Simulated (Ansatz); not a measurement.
Base system: Nb in the bcc (W type) structure (space group Im-3m, No. 229; relaxed with 0.1 eV smearing).

```yaml
crystal:
  lattice:
    - [-1.65223, 1.65223, 1.65223]
    - [1.65223, -1.65223, 1.65223]
    - [1.65223, 1.65223, -1.65223]
  atoms:
    - { symbol: Nb, position: [0.00000, 0.00000, 0.00000] }
```

Cartesian axes are those of the cell as printed.

Method: plane-wave PAW DFT at the r2SCAN level (Ansatz, an electronic-structure program, 500 eV), without spin-orbit coupling.

Base values:

The shortest interatomic distance comes out as 2.862 Å and the pressure comes out as 0.0 GPa.

It is then changed as follows: biaxial strain +3.74 %, plane normal [001], relaxed out of plane (Cartesian); in-plane vectors clamped, the third vector and the atoms free.

Problem. What does the calculation give for the out-of-plane strain, shortest interatomic distance and pressure after the change?

Solution. The out-of-plane strain comes out as -4.28 %; the shortest interatomic distance grows by 0.0326 Å to 2.894 Å; the pressure (mean of the normal stresses, compression positive) goes from zero to -4.5 GPa.

Stability against distortions was not tested. The final runs are not spin-polarised.
